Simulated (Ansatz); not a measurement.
System: TlBr (model structure, within 0.1 Å of Fm-3m, No. 225, 2 atoms in the cell). Method: PBEsol (Ansatz, an electronic-structure program, plane waves, PAW).

Run with plane-wave cutoff 500 eV, 10×10×10 k mesh, Fermi–Dirac smearing 0.05 eV, scalar-relativistic PAW data made under PBE.

Cell (relaxed at this level):

TlBr has the cubic space group Fm-3m (No. 225), the rock salt structure, Pearson symbol cF8. Conventional cell: a = 6.559 Å, b = 6.559 Å, c = 6.559 Å, α = 90.00°, β = 90.00°, γ = 90.00°. Tl on 4b has 6 Br at 3.279 Å (octahedral). Br on 4a is coordinated by 6 Tl at 3.279 Å (octahedral). (Neighbours: up to the widest gap in distance over summed covalent radii, below 1.35, at either atom; cation-cation and far metal-metal contacts left out.)
(The calculation used a cell of 2 atoms; values per cell refer to that cell.)

Problem. Give the computed band gap.

Solution. 
* **band gap**: 1.83 eV (on the SCF k mesh)

Spin–orbit coupling is not included; with these elements it can move the gap by several tenths of an eV or more.

It cost about 2.5 core-minutes (a rough figure) of CPU time.

A model structure was made by putting elements into a prototype or built by hand; it is no filed structure, need not be a known phase, and can be a saddle point held by its symmetry.
